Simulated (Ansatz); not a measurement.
## Habitual settings against a tight run: Sn₄GeTe₄Se (R3m, 10 atoms in the cell)

Self-consistent single point.

```yaml
crystal:
  lattice:
    - [2.18308, 1.26040, 18.21777]
    - [-2.18308, 1.26040, 18.21777]
    - [0.00000, -2.52081, 18.21777]
  atoms:
    - { symbol: Sn, position: [0.60759, 0.60759, 0.60759] }
    - { symbol: Sn, position: [0.20398, 0.20398, 0.20398] }
    - { symbol: Sn, position: [0.80107, 0.80107, 0.80107] }
    - { symbol: Sn, position: [0.39822, 0.39822, 0.39822] }
    - { symbol: Ge, position: [0.99906, 0.99906, 0.99906] }
    - { symbol: Te, position: [0.90180, 0.90180, 0.90180] }
    - { symbol: Te, position: [0.49884, 0.49884, 0.49884] }
    - { symbol: Te, position: [0.09616, 0.09616, 0.09616] }
    - { symbol: Te, position: [0.69261, 0.69261, 0.69261] }
    - { symbol: Se, position: [0.30068, 0.30068, 0.30068] }
```

Method of the run: LDA (PW92), PAW files made with PBE (plane waves; Ansatz, a first-principles code).

Base settings: basis.ecutwfc = 420 eV; kpoints.mp_grid.grid = 3 3 3; hamiltonian.xc = lda; hamiltonian.pseudopotentials = {kind: paw} (the program's default PAW files); scf.occupations.method = gaussian; scf.occupations.width = 0.02 eV.

Tight run (finer mesh or higher cutoff; not a proven limit): basis.ecutwfc: 420 eV → 590 eV; kpoints.mp_grid.grid: 3 3 3 → 5 5 5; scf.convergence.dr2_threshold: default (1e-07 eV) → 1e-09 eV. It gave top of the valence band (on the code's own zero) 8.76 eV; gap on the k-point mesh 0.45 eV; pressure -2.40 GPa; largest force (vector length) 0.127 eV/Å.

Quick runs, as changes from the base:
- A: the base itself
- B: basis.ecutwfc: 420 eV → 335 eV; kpoints.mp_grid.grid: 3 3 3 → 2 2 2; hamiltonian.xc: lda → pbesol; scf.occupations.width: 0.02 eV → 0.5 eV [PBEsol]
- C: basis.ecutwfc: 420 eV → 210 eV; kpoints.mp_grid.grid: 3 3 3 → 2 2 2

Energies are extrapolated to zero smearing width, which holds to low order in the width alone.

Dashes: energy of B, another energy zero; gap of B, left out as unsure on this mesh or at this smearing.

Gaps are read on each run's own mesh, which may miss the band edges.

† marks runs with another functional, U, potentials or spin treatment: their distance from the tight run is not a convergence error alone.

The count of work is k-points × plane waves × bands × iterations; it is no time. 

Pressures in the table are Ansatz's without its Pulay estimate, at a fixed set of plane waves; the tight run's value above holds the estimate.

The starting cell comes from a database of computed structures (which also holds hypothetical and non-ambient phases and stackings), without a prior relaxation at this level. Its lattice was rescaled by a random factor within 2.5 % of one. Spin-orbit coupling is off.

```
run  energy less tight (meV/atom)  pressure less tight (GPa)  largest miss in a force vector (eV/Å)  gap on the mesh less tight (eV)  count of work / tight
---  ----------------------------  -------------------------  -------------------------------------  -------------------------------  ---------------------
A                            -3.2                      -0.03                                  0.249                            0.167                   0.16
B†                              –                       2.32                                  0.708                                –                  0.093
C                          3105.6                     -92.34                                  0.991                           -0.193                  0.040
```

Among the runs at the tight run's level, the energy misses run from 3.2 to 3105.6 meV/atom.

Left out of this page: 3 runs of the series outside the window shown, repeating another row's setting, or not comparable.

Keys are those of Ansatz 0.2.
